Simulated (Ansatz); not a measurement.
## WS₂ under load (space group P6_3/mmc): band-edge transport data

Here is the system:

```xyz
6
Lattice="3.1243 0.0000 0.0000 -1.5622 2.7057 0.0000 0.0000 0.0000 11.7607" Properties=species:S:1:pos:R:3 pbc="T T T"
W      0.0000     1.8038     2.9402
W      1.5622     0.9019     8.8205
S      0.0000     1.8038     7.2520
S      1.5622     0.9019     4.5087
S      1.5622     0.9019     1.3716
S      0.0000     1.8038    10.3891
```

Calculation: PBEsol+D3BJ with spin-orbit coupling, rigid bands (plane waves, PAW; Ansatz, a quantum-chemistry and plane-wave program). Condition of this run: biaxial stress xx = yy = -1 GPa (compression positive) (the target of the relaxation). How the cell was made: cell and atoms relaxed with PBEsol+d3bj, then loaded as said.

| Quantity | Result |
|---|---|
| band gap | 0.61 eV |
| electron conductivity mass (300 K, dilute) | 0.49 (x), 0.49 (y), 0.44 (z) mₑ |
| hole conductivity mass (300 K, dilute) | 0.46 (x), 0.46 (y), 0.98 (z) mₑ |
| effective density of states N_c (300 K) | 4.9e19 cm⁻³ |
| effective density of states N_v (300 K) | 1.2e19 cm⁻³ |
| density-of-states mass, electrons | 1.57 mₑ |
| density-of-states mass, holes | 0.60 mₑ |
| Seebeck coefficient, n-type 1e19 cm⁻³, 300 K | -350 μV/K |
| best n-type power factor at 300 K for τ = 10 fs (best axis; densities from 1e16 to 1e21 cm⁻³ tried, whether or not they can be reached) | 16.8 μW/(cm·K²) at 1e20 cm⁻³ |
| Seebeck coefficient, p-type 1e19 cm⁻³, 300 K | 232 μV/K |
| best p-type power factor at 300 K for τ = 10 fs (best axis; densities from 1e16 to 1e21 cm⁻³ tried, whether or not they can be reached) | 4.0 μW/(cm·K²) at 3e19 cm⁻³ |

Rigid bands; masses and Seebeck coefficients take one relaxation time τ for all states and one kind of carrier; polarons and phonon drag are left out. Geometry: cell and atoms relaxed with PBEsol+D3(BJ).

PBEsol with a dispersion correction tends to overbind, so the cell can be several per cent short, in bad cases over ten, which usually narrows a gap: WS2 under load (space group P6_3/mmc).
